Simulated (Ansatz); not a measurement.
## By hand: energy of configuration A over configuration B

We look at the energy of configuration A over configuration B. The value is E(A) − E(B).

A: a slab of Mg (hcp, P6₃/mmc) cut along (0001), 55 atoms, hexagonal cell of 9.41 Å (76.7 Å²), symmetry P3m1, 14.8 Å thick under 16 Å of vacuum, in-plane vectors held at the crystal's; planes from bottom to top: Mg9 × 5 | Mg8As | H; added, foreign or displaced atoms, above the top plane: AsH bound through As to 6 Mg at 3.11 Å; spin state with PBE: run without spin.

B: a slab of Mg (hcp, P6₃/mmc) cut along (0001), 55 atoms, hexagonal cell of 9.41 Å (76.7 Å²), symmetry Cm, 13.6 Å thick under 16 Å of vacuum, in-plane vectors held at the crystal's; planes from bottom to top: Mg9 × 5 | Mg8As | H; added, foreign or displaced atoms, above the top plane and within the planes: As bound to 5 Mg at 2.81–3.04 Å; H bound to 3 Mg at 1.98–2.05 Å; spin state with PBE: run without spin.

Method: Ansatz (a quantum-chemistry and plane-wave program), PAW, neutral cells at 0 K with nuclei at rest, on structures from PBE+D3(BJ). Ansatz runs with its PAW set soft_1. Other levels take these structures. The lattices are those relaxed with PBE+D3(BJ), so at other levels the solids can be strained, which adds to the spread. Larger cells are relaxed from a start prepared with the learned potential CHGNet, on a coarser mesh till forces fall under 0.03 eV/Å, which some starts already meet. A dispersion term (D3(BJ), or D4 for r2SCAN) was computed beside these levels and is taken off wherever the name lacks it. Cell A has symmetry P3m1 and got no random move, so less symmetric positions, which may lie lower, weren't tried. Cell B has symmetry Cm and got no random move, so less symmetric positions, which may lie lower, weren't tried.

Total energies of the cells in eV, at zero smearing width. They compare only within one column; the weights balance every element.

| cell | atoms | weight | PBE | RPBE |
|---|---|---|---|---|
| A: Mg(0001) slab with AsH | 55 | +1 | -106828.26999 | -106983.68500 |
| B: Mg(0001) slab with As + H | 55 | −1 | -106828.89705 | -106984.23097 |

PBE: (-106828.26999) − (-106828.89705) = 0.627 eV.

RPBE: (-106983.68500) − (-106984.23097) = 0.546 eV.
